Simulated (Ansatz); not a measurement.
FeO: Fe → Co

The parent structure is FeO in the rock salt structure (space group Fm-3m, No. 225; a = 4.309 Å; ferromagnetic).

It is then changed as follows: full substitution Fe → Co, then cell and atoms are relaxed.

The values are results of PBE (Ansatz, a program for electronic structure), spin-orbit coupling left out, not measurements. Γ-centred 19×19×19 mesh, Fermi–Dirac width 0.05 eV.

```json
[
 {"quantity": "density", "base": "5.96 g/cm³", "changed": "6.49 g/cm³", "shift": "+0.53 g/cm³"},
 {"quantity": "lattice parameter a", "base": "4.309 Å", "changed": "4.248 Å", "shift": "-0.061 Å"},
 {"quantity": "space group", "base": "Fm-3m (No. 225)", "changed": "Fm-3m (No. 225)", "shift": "–"},
 {"quantity": "shortest interatomic distance", "base": "2.155 Å", "changed": "2.124 Å", "shift": "-0.031 Å"},
 {"quantity": "band gap", "base": "zero", "changed": "zero", "shift": "–"},
 {"quantity": "magnetic state", "base": "ferromagnetic", "changed": "ferromagnetic", "shift": "–"},
 {"quantity": "largest site moment", "base": "3.45 μB", "changed": "2.48 μB", "shift": "-0.97 μB"}
]
```

Cost of the whole job for the changed cell (relaxation, final SCF and bands): about 80 core-seconds (a rough figure).

No phonon test of stability was made. No Hubbard U is applied and the magnetic state is the run's own (CoO ferromagnetic; FeO ferromagnetic); other magnetic orders, which need larger cells, were not tried and can change the gap. In its common phase, real CoO is an antiferromagnetic insulator at low temperature. In its common phase, real FeO is an antiferromagnetic insulator at low temperature.
